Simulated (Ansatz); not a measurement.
KPbI3 (model structure, started from the cubic perovskite type, Pm-3m, No. 221, 5 atoms in the cell) was calculated with PBE+SOC in Ansatz (PAW).

Numerical settings: plane-wave cutoff 520 eV, 6×6×6 k mesh, Fermi–Dirac smearing 0.01 eV, PAW data made under PBE.

Cell (relaxed with PBEsol):

```cif
data_I3KPb
_chemical_formula_sum 'K1 Pb1 I3'
_space_group_name_H-M_alt 'P 1'
_space_group_IT_number 1
_cell_length_a 6.23083
_cell_length_b 6.23083
_cell_length_c 6.23083
_cell_angle_alpha 90.000
_cell_angle_beta 90.000
_cell_angle_gamma 90.000
loop_
_space_group_symop_operation_xyz
  'x, y, z'
loop_
_atom_site_label
_atom_site_type_symbol
_atom_site_fract_x
_atom_site_fract_y
_atom_site_fract_z
_atom_site_occupancy
K1 K 0.00000 0.00000 0.00000 1
Pb1 Pb 0.50000 0.50000 0.50000 1
I1 I 0.00000 0.50000 0.50000 1
I2 I 0.50000 0.50000 0.00000 1
I3 I 0.50000 0.00000 0.50000 1
```

Estimate the band gap and Γ–Γ gap that the calculation returns.


- band gap: 0.01 eV (under three smearing widths, so not firm)
- Γ–Γ gap: 3.47 eV

Note: the relaxation could raise the start's symmetry but not lower it, so the cell can be a saddle point; cell and atoms aren't relaxed at this level (pressure 1.0 GPa).

Static lattice: no zero-point or thermal effects.

A model structure was made by putting elements into a prototype or built by hand; it is no filed structure, need not be a known phase, and can be a saddle point held by its symmetry.

Ansatz is an electronic-structure program.
